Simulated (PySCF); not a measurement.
PySCF 2.14.0, B3LYP/def2-svp: hexachlorodisilane (Cl[Si](Cl)(Cl)[Si](Cl)(Cl)Cl), 8 atoms. The geometry is a generated start, not checked to be a minimum at this level.

```yaml
task: energy
method: b3lyp
basis: def2-svp
mol.max_memory: 7000 MB
mf.init_guess: minao (default)
mf.DIIS: CDIIS (default)
mf.diis_space: 8 (default)
mf.conv_tol: 1e-09 (default)
mf.grids.level: 3 (default)
basis functions (reference run): 144
grid points (reference run): 151640
```

```xyz
8

Cl     2.1290    -0.4684    -1.5420
Si     1.1549    -0.1063     0.1871
Cl     1.8960     1.5890     0.9918
Cl     1.5314    -1.6337     1.4508
Si    -1.1510     0.1032    -0.1885
Cl    -1.5338     1.6378    -1.4397
Cl    -1.9065    -1.5800    -1.0042
Cl    -2.1201     0.4584     1.5447
```

The reference run uses exact four-centre integrals. Single runs; times are not shown.

Settings tried, all else as in the reference:
- density fitting of J alone, exact K
- COSX exchange (sgx_fit, pjs) with fitted J, mf.with_df.grids_level_i = 1, mf.with_df.grids_level_f = 3
- COSX exchange (sgx_fit, pjs) with fitted J, mf.with_df.grids_level_i = 1, mf.with_df.grids_level_f = 2 (default)
- density fitting
- COSX exchange (sgx_fit, pjs) with fitted J, mf.with_df.grids_level_i = 1, mf.with_df.grids_level_f = 1
- density fitting, auxbasis = autoaux
- COSX exchange (sgx_fit, pjs) with fitted J, mf.with_df.grids_level_i = 1, mf.with_df.grids_level_f = 4
- density fitting, auxbasis = def2-universal-jfit

Q: Which of these stay within 1.0 meV/atom in energy of the reference run?

A: Within it: density fitting, auxbasis = autoaux; density fitting; COSX exchange (sgx_fit, pjs) with fitted J, mf.with_df.grids_level_i = 1, mf.with_df.grids_level_f = 2 (default); COSX exchange (sgx_fit, pjs) with fitted J, mf.with_df.grids_level_i = 1, mf.with_df.grids_level_f = 1; COSX exchange (sgx_fit, pjs) with fitted J, mf.with_df.grids_level_i = 1, mf.with_df.grids_level_f = 4; COSX exchange (sgx_fit, pjs) with fitted J, mf.with_df.grids_level_i = 1, mf.with_df.grids_level_f = 3; density fitting of J alone, exact K. Outside: density fitting, auxbasis = def2-universal-jfit.

| setting | energy against the reference |
|---|---|
| density fitting, auxbasis = autoaux | −0.082 meV/atom |
| density fitting | −0.16 meV/atom |
| COSX exchange (sgx_fit, pjs) with fitted J, mf.with_df.grids_level_i = 1, mf.with_df.grids_level_f = 2 (default) | −0.32 meV/atom |
| COSX exchange (sgx_fit, pjs) with fitted J, mf.with_df.grids_level_i = 1, mf.with_df.grids_level_f = 1 | −0.33 meV/atom |
| COSX exchange (sgx_fit, pjs) with fitted J, mf.with_df.grids_level_i = 1, mf.with_df.grids_level_f = 4 | −0.42 meV/atom |
| COSX exchange (sgx_fit, pjs) with fitted J, mf.with_df.grids_level_i = 1, mf.with_df.grids_level_f = 3 | −0.42 meV/atom |
| density fitting of J alone, exact K | −0.42 meV/atom |
| density fitting, auxbasis = def2-universal-jfit | +10000 meV/atom |

Total energies are compared; such shifts often cancel in part in energy differences. sgx_fit (COSX, pjs=True) fits J as well, so its difference is the sum of the grid's shift in exchange and the fit's in Coulomb. def2-universal-jfit is made for Coulomb alone and misses functions that exchange needs. Also tried and not ranked: density fitting, auxbasis = def2-universal-jkfit (same energy as a listed run). The tolerance is a choice made for this comparison.
